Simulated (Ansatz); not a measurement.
**BN, pressure series**

The parent structure is BN (space group R3m, No. 160; a cell from a computed database, its experimental status unchecked; layered, stacked along the Cartesian z axis).

```
BN
1.0
    1.25012     0.72176     3.25233
   -1.25012     0.72176     3.25233
    0.00000    -1.44351     3.25233
B N
1 1
Direct
  0.99970   0.99970   0.99970
  0.33274   0.33274   0.33274
```

Cell and atoms are relaxed at each pressure.

Calculations: r2SCAN+rVV10 (Ansatz, a quantum-chemistry and plane-wave program; PAW; 500 eV plane waves; spin-orbit coupling left out).

Notes on the quantities. band gap: an upper bound: an edge found on the path is not a true extremum; the base alone.

```tsv
case	c/a ratio	volume per atom	band gap
base	3.902	8.80 Å³	4.63 eV
pressure 0.7 GPa	3.840	8.65 Å³	4.57 eV
pressure 1.5 GPa	3.781	8.50 Å³	4.53 eV
pressure 3 GPa	3.695	8.27 Å³	4.47 eV
pressure 5 GPa	3.607	8.04 Å³	4.41 eV
pressure 7.5 GPa	3.522	7.81 Å³	4.32 eV
pressure 10 GPa	3.453	7.62 Å³	4.26 eV
```

Load acts through the strain it causes; cell and atoms are relaxed under it. Stability against distortions was not tested. Competing high-pressure phases were not computed.
